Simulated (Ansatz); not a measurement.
Rock-salt TaC, relaxed in Ansatz (plane waves) with several semilocal functionals. Each gives its own volume and its own zone-centre TO phonon frequency:

```csv
level,V0 (Å³/atom),TO(Γ) frequency (cm⁻¹),ln V0,ln ω_TO
LDA,10.748,571.3,2.3747,6.3479
PBEsol,10.938,562.2,2.3922,6.3319
PBE,11.205,539.2,2.4164,6.2901
revPBE,11.312,531.3,2.4259,6.2753
BLYP,11.572,495.2,2.4486,6.2050
```

**Question.** Fit a straight line to ln ω_TO against ln V0. What does it predict for RPBE, whose volume is 11.352 Å³/atom?

**Answer.** With x = ln V0 and y = ln ω_TO: means 2.41156 and 6.29004; Σ(Δx Δy) = -0.006304, Σ(Δx²) = 0.003334, so the slope is -1.89. At x = 2.4294 the line gives y = 6.29004 + (-1.89) × (2.4294 − 2.41156) = 6.2563, or 521.3 cm⁻¹. The run with RPBE gives 528.3 cm⁻¹, +1.3 % from the line. The rows used scatter about it by up to 1.5 %, while the largest value lies 15 % above the smallest.

Ansatz's density-functional and Hartree–Fock values are scalar-relativistic unless marked +SOC, with PAW data made under PBE.

Ansatz is a program for electronic structure.
